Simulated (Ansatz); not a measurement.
Take MgS in the rock salt structure (space group Fm-3m, No. 225; a = 5.182 Å) as the base. Axes: x, y, z lie along the cube axes.

One thing is altered: the symmetric strain tensor [0.0163 -0.0089 0.0040; -0.0089 0.0173 -0.0068; 0.0040 -0.0068 0.0146], atoms relaxed at fixed cell.

Levels (all Ansatz, a program for electronic structure, PAW): PBEsol (420 eV, no SOC); HSE06+SOC (420 eV, noncollinear with spin-orbit coupling).

The geometry is relaxed with PBEsol.

| Quantity | Value |
|---|---|
| PBEsol valence-band top at Γ | 0.00, -0.05, -0.20 eV |
| PBEsol lowest conduction level above the VBM at special points | V 2.53 eV; U 2.54 eV; T 2.55 eV; Γ 3.23 eV |

With HSE06+SOC at the same geometry, the valence-band top at Γ (three highest Kramers pairs, from the VBM) goes from 0.00, -0.05, -0.20 eV to 0.00, -0.08, -0.24 eV; the lowest conduction level above the VBM at special points becomes V 3.59 eV; U 3.61 eV; T 3.62 eV; Γ 4.41 eV (PBEsol: V 2.53 eV; U 2.54 eV; T 2.55 eV; Γ 3.23 eV).

Single points use the geometry relaxed with PBEsol. HSE06 gaps are upper bounds (no full band path). The spin-orbit shifts are approximate. The levels and masses belong to the bands next to the band gap. Stability against distortions was not tested. k-point labels follow each cell's own Brillouin zone.
